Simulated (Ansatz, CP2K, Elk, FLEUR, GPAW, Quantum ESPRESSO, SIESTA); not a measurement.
# Ca₂GaCu₂ (Immm, 5 atoms in the cell) computed with different codes at matched settings

Self-consistent single point, at a second geometry (lattice scaled by 0.98). First geometry:

```
CELL_PARAMETERS angstrom
     -2.18686     2.72865     4.58024
      2.18686    -2.72865     4.58024
      2.18686     2.72865    -4.58024
ATOMIC_POSITIONS crystal
  Ca 0.30549 0.80549 0.50000
  Ca 0.69451 0.19451 0.50000
  Ga 0.00000 0.00000 0.00000
  Cu 0.74647 0.50000 0.24647
  Cu 0.25353 0.50000 0.75353
```

Shared settings, as Ansatz (an electronic-structure program) writes them: kpoints.mp_grid.grid = 5 5 5; scf.occupations.method = fermi_dirac; scf.occupations.width = 0.1 eV. Potentials and cutoffs stand in the table.

```json
[
 {"code": "Elk", "model": "PBEsol, all-electron FP-LAPW, Elk's shipped species files, APW+lo basis with extra local orbitals", "ΔF from the first geometry (meV/atom)": "-21.7", "pressure (GPa)": "–", "largest force (eV/Å)": "–", "cutoff": "rgkmax 7.5"},
 {"code": "SIESTA", "model": "GGA PBEsol, numerical atomic orbitals DZP, PseudoDojo PBEsol standard norm-conserving potentials (rewritten from UPF to PSML)", "ΔF from the first geometry (meV/atom)": "26.7", "pressure (GPa)": "5.49", "largest force (eV/Å)": "0.212", "cutoff": "grid 400 Ry"},
 {"code": "Ansatz", "model": "PBEsol, default PAW files made with PBE", "ΔF from the first geometry (meV/atom)": "-25.6", "pressure (GPa)": "-1.76", "largest force (eV/Å)": "0.014", "cutoff": "420 eV"},
 {"code": "Quantum ESPRESSO", "model": "PBEsol, GBRV 1.5 ultrasoft (PBESOL) pseudopotentials", "ΔF from the first geometry (meV/atom)": "-25.1", "pressure (GPa)": "-2.06", "largest force (eV/Å)": "0.023", "cutoff": "50 Ry"},
 {"code": "GPAW", "model": "PBEsol, GPAW PAW datasets PBEsol (made by gpaw-setup)", "ΔF from the first geometry (meV/atom)": "-20.6", "pressure (GPa)": "-1.19", "largest force (eV/Å)": "0.044", "cutoff": "850 eV"},
 {"code": "FLEUR", "model": "PBEsol, all-electron FLAPW (FLEUR), scalar-relativistic valence", "ΔF from the first geometry (meV/atom)": "-25.9", "pressure (GPa)": "–", "largest force (eV/Å)": "0.021", "cutoff": "Kmax 3.8 1/bohr"},
 {"code": "CP2K", "model": "PBEsol, GPW, DZVP-MOLOPT-SR-GTH basis, GTH-PBE potentials (GTH_POTENTIALS)", "ΔF from the first geometry (meV/atom)": "-19.5", "pressure (GPa)": "-0.93", "largest force (eV/Å)": "0.017", "cutoff": "grid 600 Ry"}
]
```

Size of the force on each atom (eV/Å): Sizes of forces hide their directions.

| code | Ca1 | Ca2 | Ga3 | Cu4 | Cu5 |
|---|---|---|---|---|---|
| SIESTA | 0.212 | 0.212 | 0.000 | 0.013 | 0.013 |
| Ansatz | 0.008 | 0.008 | 0.000 | 0.014 | 0.014 |
| Quantum ESPRESSO | 0.006 | 0.006 | 0.000 | 0.023 | 0.023 |
| GPAW | 0.024 | 0.024 | 0.000 | 0.044 | 0.044 |
| FLEUR | 0.006 | 0.006 | 0.000 | 0.021 | 0.021 |
| CP2K | 0.016 | 0.016 | 0.000 | 0.017 | 0.017 |

A dash marks a value that a program does not give, or that is left out as unsure.

On Ansatz's run: spin polarisation is off.

The spread over the programs that give each value: ΔF from the first geometry within 52.6 meV/atom; pressure within 7.55 GPa; largest force within 0.198 eV/Å.

SIESTA and CP2K use small atom-centred bases, whose incompleteness enters pressures, forces and empty levels differently from a plane-wave cutoff. Elk and FLEUR treat all electrons, but the usual bases taken here (sphere radii, linearisation, local orbitals, empty states) were not tested for convergence, so the values are no reference for the others. Ansatz's pressure is given at a fixed set of plane waves, as the other plane-wave codes print theirs. In the pressure, SIESTA (by 7.25) lies more than 1 GPa from the median of the plane-wave programs. In the force vectors, SIESTA (by 0.204) lies more than 0.08 eV/Å from the median of the plane-wave programs.

The starting cell comes from a database of computed structures (which also holds hypothetical and non-ambient phases and stackings), without a prior relaxation at this level. Its lattice was rescaled by a random factor within 2.5 % of one. For this run, on top of that: lattice scaled by 0.98.

Keys are those of Ansatz 0.2.
